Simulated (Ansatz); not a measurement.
Rutile MgC₂ (cell taken from a computed entry), treated with PBE-D4 (plane waves, PAW; Ansatz, a first-principles code).

Run with plane-wave cutoff 500 eV, 10×10×8 k mesh (along the axes of the cell as run), gaussian smearing 0.02 eV, scalar-relativistic PAW data made under PBE.

Cell (relaxed at this level):

```cif
data_C4Mg2
_chemical_formula_sum 'Mg2 C4'
_space_group_name_H-M_alt 'P42/mnm'
_space_group_IT_number 136
_space_group_name_Hall '-P 4n 2n'
_cell_length_a 3.92533
_cell_length_b 3.92533
_cell_length_c 5.00287
_cell_angle_alpha 90.000
_cell_angle_beta 90.000
_cell_angle_gamma 90.000
loop_
_atom_site_label
_atom_site_type_symbol
_atom_site_symmetry_multiplicity
_atom_site_Wyckoff_symbol
_atom_site_fract_x
_atom_site_fract_y
_atom_site_fract_z
_atom_site_occupancy
Mg1 Mg 2 b 0.00000 0.00000 0.50000 1
C1 C 4 f 0.11286 0.11286 0.00000 1
```

Q: Give the computed band gap.

A: 
* **band gap**: 2.57 eV (on the SCF k mesh)

Note: a distance lies near a switch of the dispersion term, which can move the cell; the relaxation could not lower the start's symmetry, so the cell can be a saddle point above a distorted one.

Computed values are for the static lattice.

Computing time: roughly 2.1 core-minutes.
